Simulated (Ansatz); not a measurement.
V_Se+V_Cu (chalcopyrite CuGaSe2 host)

The numbers are results of PBE, PAW (plane waves to 420 eV; Ansatz, an electronic-structure program), not measurements. Cell and caveats: 64-site cell; 2×2×2 shifted k-points; start: the Se site; Cu 2.43 Å away; no Hubbard U; the functional closes the host's gap; energies good to tenths of an eV; relaxed from one start, so a lower configuration may exist.

Neighbours after relaxation, in Å: of the emptied site: Ga 2.02, Ga 2.02, Cu 3.01; of the emptied site: Se 2.31, Se 2.34, Se 2.35.

The name describes the start; the neighbours show where the atoms ended.

```tsv
charge	moment (μB)	largest move off a lattice site (Å)
0†	quenched	0.58
```

† Not settled in this cell, so no level is given: charge 0: a level filled in part.

Starting moments that weren't kept: charge 0 began with 1 μB and ended with 0.0.

All states together cost about 2.2 core-hours (a rough figure).
